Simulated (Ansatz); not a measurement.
```xyz
8
Lattice="3.7046 0.0000 0.0000 -1.8523 3.2083 0.0000 0.0000 0.0000 15.5146" Properties=species:S:1:pos:R:3 pbc="T T T"
Ga     0.0000     2.1389     2.6726
Ga     1.8523     1.0694    12.8420
Ga     1.8523     1.0694    10.4299
Ga     0.0000     2.1389     5.0847
Se     0.0000     2.1389     9.2507
Se     1.8523     1.0694     6.2639
Se     1.8523     1.0694     1.4934
Se     0.0000     2.1389    14.0212
```

Method: PBEsol+D3BJ, rigid bands (plane waves, PAW, scalar-relativistic; Ansatz, a program for electronic structure). Geometry: cell and atoms relaxed with PBEsol+d3bj.

Task: What conductivity effective mass do dilute electrons have at 300 K?

Result: 0.31 (x), 0.31 (y), 0.46 (z) mₑ.

Task: And the band gap?

Result: 0.83 eV at this level; semilocal functionals usually fall short of the measured gap.

Rigid bands, one relaxation time for all states, no polarons. Spin-orbit coupling is left out; where it splits the top of the valence band it changes the hole mass and lowers the gap by about a third of the splitting. Geometry: cell and atoms relaxed with PBEsol+D3(BJ).

PBEsol with a dispersion correction tends to overbind, so the cell can be several per cent short, in bad cases over ten, which usually narrows a gap: GaSe (P6_3/mmc).
